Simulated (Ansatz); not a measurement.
BaTiO3: response to strain

Take BaTiO₃ in the cubic perovskite structure (space group Pm-3m, No. 221) as the base.

```
CELL_PARAMETERS angstrom
      3.99442     0.00000     0.00000
      0.00000     3.99442     0.00000
      0.00000     0.00000     3.99442
ATOMIC_POSITIONS crystal
  Ba 0.00000 0.00000 0.00000
  Ti 0.50000 0.50000 0.50000
  O  0.00000 0.50000 0.50000
  O  0.50000 0.50000 0.00000
  O  0.50000 0.00000 0.50000
```

Cartesian axes are those of the cell as printed.

Strains are applied to the cell and any free atomic positions relax; under biaxial strain the out-of-plane vector relaxes too.

Computed with r2SCAN (Ansatz, an electronic-structure program), spin-orbit coupling left out, earlier PAW set.

Notes on the quantities. energy relative to the base: free energy F.

```json
[
 {"case": "base", "energy relative to the base": "0 meV/atom", "shortest interatomic distance": "3.774 bohr", "gap character": "indirect, R → Γ"},
 {"case": "biaxial strain +2.83 %, plane normal [110], relaxed out of plane", "energy relative to the base": "+23 meV/atom", "shortest interatomic distance": "3.800 bohr", "gap character": "indirect, T → Γ"},
 {"case": "isotropic strain −3.00 %", "energy relative to the base": "+65 meV/atom", "shortest interatomic distance": "3.661 bohr", "gap character": "direct at Γ"},
 {"case": "isotropic strain −2.92 %", "energy relative to the base": "+61 meV/atom", "shortest interatomic distance": "3.664 bohr", "gap character": "direct at Γ"},
 {"case": "isotropic strain −0.60 %", "energy relative to the base": "___", "shortest interatomic distance": "3.752 bohr", "gap character": "indirect, R → Γ"},
 {"case": "uniaxial strain ε_xx = +4.16 %", "energy relative to the base": "+19 meV/atom", "shortest interatomic distance": "3.774 bohr", "gap character": "indirect, A → Γ"},
 {"case": "uniaxial strain ε_yy = +1.08 %", "energy relative to the base": "+1.4 meV/atom", "shortest interatomic distance": "3.774 bohr", "gap character": "indirect, A → Γ"},
 {"case": "uniaxial strain ε_zz = +0.96 %", "energy relative to the base": "+1.1 meV/atom", "shortest interatomic distance": "3.774 bohr", "gap character": "indirect, A → Γ"}
]
```

Problem. Some entries are withheld; estimate them.

Solution. 
- isotropic strain −0.60 %, energy relative to the base: +2.4 meV/atom

Whether these cells are dynamically stable was not tested. The final runs are not spin-polarised. Many cubic perovskites are stable only at high temperature; tilts and polar distortions were not tested. This is not the structure that BaTiO3 has at room temperature and ambient pressure. Labels are those of the standard path for the cell's own space group.
